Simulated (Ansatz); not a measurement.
The reference is Ti$_{3}$Al (space group P6_3/mmc, No. 194; a = 5.7471 Å, c = 4.6315 Å). Axes: x lies along a and z along c of the hexagonal cell.

Calculations: r2SCAN/PAW in Ansatz (a first-principles code), no SOC.

Strains are applied to the cell and any free atomic positions relax; under biaxial strain the out-of-plane vector relaxes too.

One change was made to it. Results:

```json
[
 {"quantity": "pressure (mean of the normal stresses, compression positive)", "base": "0.0 GPa", "after": "-3.3 GPa"},
 {"quantity": "band gap", "base": "zero", "after": "zero"},
 {"quantity": "energy relative to the base (free energy F)", "base": "0 meV/atom", "after": "+11 meV/atom"},
 {"quantity": "volume per atom", "base": "16.56 Å³", "after": "17.07 Å³"}
]
```

**Question.** Which change produced these results?
A) biaxial strain +2.51 %, plane normal [001], relaxed out of plane
B) biaxial strain +2.13 %, plane normal [001], relaxed out of plane
C) uniaxial strain ε_yy = −4.87 %
D) biaxial strain +3.09 %, plane normal [001], relaxed out of plane
E) biaxial strain +0.48 %, plane normal [001], relaxed out of plane

**Answer.** B, biaxial strain +2.13 %, plane normal [001], relaxed out of plane. For comparison, the energy relative to the base in the other runs: biaxial strain +0.48 %, plane normal [001], relaxed out of plane gives +0.6 meV/atom; uniaxial strain ε_yy = −4.87 % gives +27 meV/atom; biaxial strain +2.51 %, plane normal [001], relaxed out of plane gives +15 meV/atom; biaxial strain +3.09 %, plane normal [001], relaxed out of plane gives +23 meV/atom.

Stability against distortions was not tested. All final runs are without spin polarisation.
